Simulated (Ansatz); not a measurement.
Base system: C in the diamond structure (space group Fd-3m, No. 227).

```
CELL_PARAMETERS angstrom
      0.00000     1.76587     1.76587
      1.76587     0.00000     1.76587
      1.76587     1.76587     0.00000
ATOMIC_POSITIONS crystal
  C  0.00000 0.00000 0.00000
  C  0.25000 0.25000 0.25000
```

The values are results of LDA in Ansatz (plane waves to 420 eV, PAW, scalar-relativistic without spin-orbit coupling), not measurements.

Strains are applied to the cell and any free atomic positions relax.

One change was made to it. Results:

| quantity | base | after |
|---|---|---|
| energy relative to the base (free energy F) | 0 meV/atom | +7.1 meV/atom |
| band gap | 4.17 eV | 4.10 eV |

Question: What was done to the base?
A) isotropic strain +0.50 %
B) isotropic strain +1.00 %
C) isotropic strain −1.50 %
D) isotropic strain +1.50 %
E) isotropic strain −0.50 %

Answer: B, isotropic strain +1.00 %. For comparison, the energy relative to the base in the other runs: isotropic strain +0.50 % gives +1.8 meV/atom; isotropic strain +1.50 % gives +16 meV/atom; isotropic strain −0.50 % gives +1.9 meV/atom; isotropic strain −1.50 % gives +17 meV/atom.

No phonon test of stability was made.

Ansatz is a quantum-chemistry and plane-wave program.
